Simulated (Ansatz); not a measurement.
## A computed series for TiS: response to strain

The reference is TiS (space group P-6m2, No. 187; a = 3.222 Å, c = 3.184 Å; a cell from a computed database, its experimental status unchecked; relaxed with 0.1 eV smearing). Axes: x lies along a and z along c of the hexagonal cell.

Strains are applied to the cell and any free atomic positions relax; under biaxial strain the out-of-plane vector relaxes too; under stress the whole cell relaxes.

Level of theory: PBEsol in Ansatz (plane waves to 420 eV, PAW, no spin-orbit coupling).

Notes on the quantities. pressure: mean of the normal stresses, compression positive.

| case | pressure | volume per atom |
|---|---|---|
| base | 0.0 GPa | 14.31 Å³ |
| biaxial strain +0.30 %, plane normal [001], relaxed out of plane | -0.6 GPa | 14.37 Å³ |
| biaxial strain +1.19 %, plane normal [001], relaxed out of plane | -2.1 GPa | 14.56 Å³ |
| isotropic strain −3.00 % | 17.7 GPa | 13.06 Å³ |
| uniaxial strain ε_zz = +0.58 % | -1.0 GPa | 14.40 Å³ |
| tensor shear ε_xy = −0.72 % | 0.0 GPa | 14.31 Å³ |
| uniaxial stress, 5 GPa tension along z | – | 14.42 Å³ |

Beyond what the load breaks, stability against distortions was not tested. All final runs are without spin polarisation.

Ansatz is a program for electronic structure.
